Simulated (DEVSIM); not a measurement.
## abrupt Si p-n junction

Structure: abrupt Si p-n junction, at 300 K.

| layer (left to right) | material | thickness (μm) | Nd (cm⁻³) | Na (cm⁻³) | τn (s) | τp (s) |
|---|---|---|---|---|---|---|
| 1 | Si | 2.80 | - | 7.8e16 | 3.7e-7 | 3.7e-7 |
| 2 | Si | 66.0 | 8.4e16 | - | 3.7e-7 | 3.7e-7 |

Left contact: ohmic. Right contact: ohmic. Voltage is applied to the left contact. Recombination: SRH at mid-gap. Mobility is constant in doping.

Constants are typed, rounded textbook-type inputs, not results; the design itself was drawn at random and stands for no fabricated device. Values at 300 K.

```tsv
parameter	Si
gap (eV)	1.124
affinity (eV)	4.05
permittivity	11.7
Nc (cm⁻³)	2.86e19
Nv (cm⁻³)	3.1e19
μn (cm²/Vs)	1417
μp (cm²/Vs)	470
```

DEVSIM, 1D drift-diffusion, Boltzmann statistics, complete ionisation; no tunnelling, impact ionisation, image-force lowering or self-heating.

```json
{
  "potential_step_across_the_device_at_zero_bias": "0.819 V",
  "largest_field_in_the_device_at_zero_bias": "98000 V/cm",
  "Dark forward voltage at 1 A/cm²": "0.624 V",
  "Dark forward voltage at 100 A/cm²": "0.780 V"
}
```

Dark forward current:

(V (V), J (A/cm²)): (0.05, 4.1e-9); (0.15, 5.1e-8); (0.25, 8.5e-7); (0.35, 2.8e-5); (0.45, 0.0012); (0.55, 0.058); (0.65, 2.6); (0.70, 15); (0.80, 140); (0.90, 390); (1.00, 720); (1.10, 1100); (1.20, 1600); (1.30, 2200)

Dark reverse current:

```
V (V)  J (A/cm²)
-----  ---------
-0.04    -1.6e-9
-0.10    -3.2e-9
-0.20    -5.5e-9
-0.30    -7.5e-9
-0.40    -9.5e-9
-0.60    -1.3e-8
-0.80    -1.7e-8
-1.00    -2.0e-8
-1.30    -2.4e-8
-1.60    -2.9e-8
-2.00    -3.4e-8
```
